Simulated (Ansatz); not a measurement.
## S on the 1x1 (101) surface of anatase TiO2 (cut with top plane O), one in a 2x1 cell, started at the site 'hollow O-O-O over O at depth 4.4 Å'

Host crystal: anatase TiO2, with a band gap (PBE, scalar-relativistic without spin-orbit coupling).

These are PBE (plane waves to 420 eV, PAW; Ansatz, a quantum-chemistry and plane-wave program) values and carry that method's errors.

Set-up: 37 atoms, 9.4 Å thick at the start under the adsorbate (thin: gaps and levels are the slab's own); mesh 3x4x1; 0.01 eV smearing; dipole correction on; 14 atoms held, the rest relaxed; no symmetry held; spin-polarised, no spin-orbit, no U, no dispersion correction. The starting moment vanished. At the end it is bonded to O + Ti. In PBE it is, or lies within 0.03 eV of, the lowest of the starts that converged.

```
Item                                                                                                                                                    Result
---------------------------------------------------------------------------------------------  ---------------------------------------------------------------
energy of the end state, in which the adsorbate paired with a surface O atom, against ⅛ S8(g)                                                    35.2 kcal/mol
gap of the slab on its k-mesh                                                                                                                          1.37 eV
highest filled level below the top vacuum level                                                                                                        6.03 eV
change of the step from the bottom to the top vacuum level, against the clean slab                                                                    -0.30 eV
energy released by relaxation                                                                                                                          3.04 eV
height of the binding atom over the mean of the host atoms within 0.3 Å of the top one                                                                106.9 pm
magnetic moment of the cell                                                                                                                            0.00 μB
largest move of a host atom                                                                                                                             0.45 Å
note                                                                                           in the relaxation the adsorbate left its starting site by 2.3 Å
cost                                                                                                                                    roughly 2.0 core-hours
```

A negative adsorption energy means that the adsorbate is more stable on the surface than in its reference.
